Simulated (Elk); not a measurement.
Worked example: self-consistent single point of K (Im-3m, 1 atom in the cell) in Elk

Method of the run: PBE, all-electron FP-LAPW, Elk's shipped species files, APW+lo basis with extra local orbitals (Elk).

Input as run:

```
tasks
  0

xctype
  20

rgkmax
  8.0

gmaxvr
  14.0

nxlo
  2

lorbcnd
  .true.

lmaxi
  3

stype
  0

swidth
  0.00499791

maxscl
  100

avec
   -4.9888769690    4.9888769690    4.9888769690
    4.9888769690   -4.9888769690    4.9888769690
    4.9888769690    4.9888769690   -4.9888769690

atoms
  1
  'K.in'
  1
  0.0000000000  0.0000000000  0.0000000000    0.0 0.0 0.0

ngridk
  9 9 9
```

Output (repeated stretches shortened):

```
│ Elk code version 10.2.4 │

All units are atomic (Hartree, Bohr, etc.)

│ Ground-state run starting from atomic densities │

Lattice vectors :
  -4.988876969       4.988876969       4.988876969
   4.988876969      -4.988876969       4.988876969
   4.988876969       4.988876969      -4.988876969

Unit cell volume      :    496.6705085
Brillouin zone volume :   0.4994260968

Muffin-tin inner radius fraction :   0.1000000000E-01

Nuclei treated as point charges

Species :    1 (K)
 parameters loaded from : K.in
 name : potassium
 nuclear charge    :   -19.00000000
 electronic charge :    19.00000000
 atomic mass :    71271.84084
 muffin-tin radius :    2.400000000
 number of radial points in muffin-tin :    497
 atomic positions (lattice), magnetic fields (Cartesian) :
   1 :   0.00000000  0.00000000  0.00000000    0.00000000  0.00000000  0.00000000

Total number of atoms per unit cell :    1

Spin treatment :
 spin-unpolarised

Number of Bravais lattice symmetries :   48
Number of crystal symmetries         :   48
Crystal has inversion symmetry
Real symmetric eigensolver will be used

k-point grid :      9     9     9
k-point offset :    0.000000000       0.000000000       0.000000000
k-point set is reduced with full crystal symmetry group
Total number of k-points :       35

Muffin-tin radius times maximum |G+k| :    8.000000000
 using average radius
Maximum |G+k| for APW functions       :    3.333333333
Maximum (1/2)|G+k|²                   :    5.555555556
Maximum |G| for potential and density :    14.00000000
 potential will be trimmed for |G| > 2 gkmax
Constant for pseudocharge density :    8
Radial integration step length :    4

G-vector grid sizes :     40    40    40
Number of G-vectors :    23215

Maximum angular momentum used for
 APW functions                      :    8
 outer part of muffin-tin           :    6
 inner part of muffin-tin           :    3

Total nuclear charge    :   -19.00000000
Total core charge       :    10.00000000
Total valence charge    :    9.000000000
Total excess charge     :    0.000000000
Total electronic charge :    19.00000000

Effective Wigner radius, rₛ :    1.841091562

Number of empty states         :    4
Total number of valence states :    9
Total number of core states    :   10

Conduction state local-orbitals added automatically
Total number of local-orbitals :   69

Exchange-correlation functional :     20     0     0
 Perdew-Burke-Ernzerhof, Phys. Rev. Lett. 77, 3865 (1996)
 gradient requirement :    1
 generalised gradient approximation (GGA)

Smearing type :    0
 Gaussian
Smearing width :   0.4997910000E-02
Effective electronic temperature (K) :    1578.215154

Mixing type :    3
 Broyden mixing, J. Phys. A: Math. Gen. 17, L317 (1984)

Kohn-Sham potential initialised from atomic data

│ Self-consistent loop started │
│ Loop number : 1 │
 total energy                :     -602.633822618
│ Loop number : 2 │
 total energy                :     -602.632036024
RMS change in Kohn-Sham potential (target) :   0.2904231640     (  0.1000000000E-05)
Absolute change in total energy (target)   :   0.1786593355E-02 (  0.1000000000E-03)
│ Loop number : 3 │
 total energy                :     -602.446396472
RMS change in Kohn-Sham potential (target) :   0.1544867084     (  0.1000000000E-05)
Absolute change in total energy (target)   :   0.1860862013     (  0.1000000000E-03)
│ Loop number : 4 │
 total energy                :     -602.282477096
RMS change in Kohn-Sham potential (target) :   0.5950165031E-01 (  0.1000000000E-05)
Absolute change in total energy (target)   :   0.2104409257     (  0.1000000000E-03)
│ Loop number : 5 │
 total energy                :     -602.203251683
RMS change in Kohn-Sham potential (target) :   0.1855425252E-01 (  0.1000000000E-05)
Absolute change in total energy (target)   :   0.1318356444     (  0.1000000000E-03)
│ Loop number : 6 │
 total energy                :     -602.174754472
RMS change in Kohn-Sham potential (target) :   0.4679943635E-02 (  0.1000000000E-05)
Absolute change in total energy (target)   :   0.6145612202E-01 (  0.1000000000E-03)
│ Loop number : 7 │
 total energy                :     -602.165694365
RMS change in Kohn-Sham potential (target) :   0.5272920121E-03 (  0.1000000000E-05)
Absolute change in total energy (target)   :   0.2442413805E-01 (  0.1000000000E-03)
│ Loop number : 8 │
 total energy                :     -602.165732846
RMS change in Kohn-Sham potential (target) :   0.1467822057E-03 (  0.1000000000E-05)
Absolute change in total energy (target)   :   0.6067553187E-02 (  0.1000000000E-03)
│ Loop number : 9 │
 total energy                :     -602.165878222
RMS change in Kohn-Sham potential (target) :   0.1530424487E-04 (  0.1000000000E-05)
Absolute change in total energy (target)   :   0.1371512754E-02 (  0.1000000000E-03)
│ Loop number : 10 │
 total energy                :     -602.165883615
RMS change in Kohn-Sham potential (target) :   0.8421694795E-05 (  0.1000000000E-05)
Absolute change in total energy (target)   :   0.3374849049E-03 (  0.1000000000E-03)
│ Loop number : 11 │
 total energy                :     -602.165850164
RMS change in Kohn-Sham potential (target) :   0.7121498298E-06 (  0.1000000000E-05)
Absolute change in total energy (target)   :   0.1178221579E-03 (  0.1000000000E-03)
│ Loop number : 12 │
 total energy                :     -602.165843879
RMS change in Kohn-Sham potential (target) :   0.3516202270E-06 (  0.1000000000E-05)
Absolute change in total energy (target)   :   0.3574005234E-04 (  0.1000000000E-03)
Convergence targets achieved

│ Loop number : 13 │

Energies :
 Fermi                       :     0.321251566120E-01
 sum of eigenvalues          :     -350.676140505
 electron kinetic            :      606.165275512
 core electron kinetic       :      571.310705845
 Coulomb                     :     -1174.88946697
 Coulomb potential           :     -913.611131327
 nuclear-nuclear             :     -61.0518609765
 electron-nuclear            :     -1314.06408066
 Hartree                     :      200.226474665
 Madelung                    :     -718.083901305
 xc potential                :     -43.2302846900
 exchange                    :     -32.6973564894
 correlation                 :    -0.744295260813
 total energy                :     -602.165843207

Density of states at Fermi energy :    17.68929484
 (states/Hartree/unit cell)

Estimated indirect band gap :   0.3995144488E-02
 from k-point     23 to k-point      5
Estimated direct band gap   :   0.6940984032E-01
 at k-point     23

Charges :
 core                        :    10.00000000
 valence                     :    9.000000000
 interstitial                :    1.428883182
 muffin-tins (core leakage)
  species :    1 (K)
   atom    1                 :    17.57111682     (  0.1134812937E-06)
 total in muffin-tins        :    17.57111682
 total calculated charge     :    19.00557348
 total charge                :    19.00000000
 error                       :   0.5573477118E-02

│ Self-consistent loop stopped │
```

The run converged in 13 iterations. The count includes the last loop, which Elk runs after its targets are met.

The starting cell has typed, rounded lattice constants, without a prior relaxation at this level. Values depend on the basis (sphere radii, cutoffs, local orbitals), which need not be converged. The log's line on a gap gives a spacing of levels on this mesh, which the program prints for metals too.
